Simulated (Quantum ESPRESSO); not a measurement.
**Converging the plane-wave cutoff: NbZn₃ (P4mm, 4 atoms in the cell)**

```
CELL_PARAMETERS angstrom
      3.89825     0.00000     0.00000
      0.00000     3.89825     0.00000
      0.00000     0.00000     3.89825
ATOMIC_POSITIONS crystal
  Nb 0.00000 0.00000 0.01283
  Zn 0.50000 0.00000 0.50000
  Zn 0.00000 0.50000 0.50000
  Zn 0.50000 0.50000 0.00000
```

Computed with LDA (PZ), PSlibrary PAW (LDA) pseudopotentials (plane waves; Quantum ESPRESSO).

Base settings: ecutwfc = 55 Ry; ecutrho = 330 Ry; occupations = smearing; smearing = gauss; degauss = 0.0073499 Ry; potentials = {Nb: Nb.pz-spn-kjpaw_psl.1.0.0.UPF, Zn: Zn.pz-dn-kjpaw_psl.1.0.0.UPF}; K_POINTS = automatic 3 3 3 0 0 0; conv_thr = 1e-11 Ry.

Moved along: ecutrho.

The second cell is the first with its lattice scaled by 0.98.

The mesh stays at the base's, so the ladder's end is converged at best in this setting alone.

Only quantities that move along the ladder and can be compared are tabulated.

The count of work is k-points × plane waves × bands × iterations; it is no time. 

The starting cell comes from a database of computed structures (which also holds hypothetical and non-ambient phases and stackings), without a prior relaxation at this level. Its lattice was rescaled by up to half a per cent. One atom was moved a little off its site on purpose. Spin polarisation is off. In the base run, with a pressure of about -8 GPa the cell is away from its equilibrium volume at this level. Without a gap this mesh is coarse (it stands for a supercell whose shortest vector is 12 Å).

```tsv
ecutwfc	free energy less the last step's (meV/atom)	energy of the compressed cell less the first (meV/atom)	pressure (GPa)	largest difference of a force vector from the last step's (eV/Å)	count of work / last
19 Ry	29304.72	1279.88	-1157.02	0.336	0.067
22 Ry	12460.84	-93.51	-596.29	0.043	0.072
25 Ry	4953.73	-36.70	-288.59	0.078	0.083
28 Ry	1895.13	19.47	-135.66	0.036	0.091
30 Ry	943.54	-6.91	-78.53	0.009	0.11
33 Ry	327.77	-15.36	-33.77	0.017	0.13
38 Ry	89.49	-10.69	-8.53	0.000	0.16
44 Ry	78.59	-12.04	-6.70	0.000	0.19
50 Ry	56.84	-12.94	-8.09	0.001	0.23
55 Ry	32.41	-12.07	-7.93	0.000	0.27
61 Ry	14.44	-11.61	-7.01	0.000	0.31
66 Ry	9.31	-11.85	-6.47	0.000	0.36
74 Ry	7.95	-11.82	-6.30	0.000	0.42
82 Ry	6.23	-11.87	-6.42	0.000	0.49
96 Ry	2.29	-11.83	-6.36	0.000	0.62
110 Ry	0.98	-11.82	-6.28	0.000	0.76
132 Ry	0.00	-11.81	-6.27	0.000	1.0
```

Coarsest ecutwfc that holds the forces within 0.01 eV/Å of the last step, with all finer ones: 38 Ry, at 0.16 of the last step's count of work; the step before is off by 0.017 eV/Å.

Coarsest ecutwfc that holds the energy of the compressed cell less the first within 1 meV/atom of the last step, with all finer ones: 55 Ry, at 0.27 of the last step's count of work; the step before is off by 1.1 meV/atom.

Coarsest ecutwfc that holds the pressure within 0.5 GPa of the last step, with all finer ones: 66 Ry, at 0.36 of the last step's count of work; the step before is off by 0.75 GPa.

The energy difference between the two cells stays within 1 meV/atom of the last step's from 55 Ry on, the total only from 110 Ry on: much of the error is common to both cells and cancels.

At the lowest cutoff the pressure lies 1150 GPa under the last step's, the usual sign of Pulay stress in an incomplete plane-wave basis.
